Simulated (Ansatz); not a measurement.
Candidates (primitive cells; geometry: cell and atoms relaxed with PBEsol):
A. ZnSe (F-43m), a = 3.9833 Å, b = 3.9833 Å, c = 3.9833 Å, α = 60.00°, β = 60.00°, γ = 60.00°
B. BP (F-43m), a = b = c = 3.1963 Å, α = β = γ = 60.00°
C. AgI (F-43m), a = b = c = 4.561 Å, α = β = γ = 60.00°
D. InP (F-43m), a = b = c = 4.157 Å, α = β = γ = 60.00°

Problem. Rank these by electron conductivity mass (highest first), as PBEsol with spin-orbit coupling, rigid bands in Ansatz (an electronic-structure program) gives it.

Solution. B (0.33 mₑ), C (0.159 mₑ), A (0.100 mₑ), D (0.056 mₑ)

Masses are for dilute carriers at 300 K, harmonic means over directions unless an axis is named.
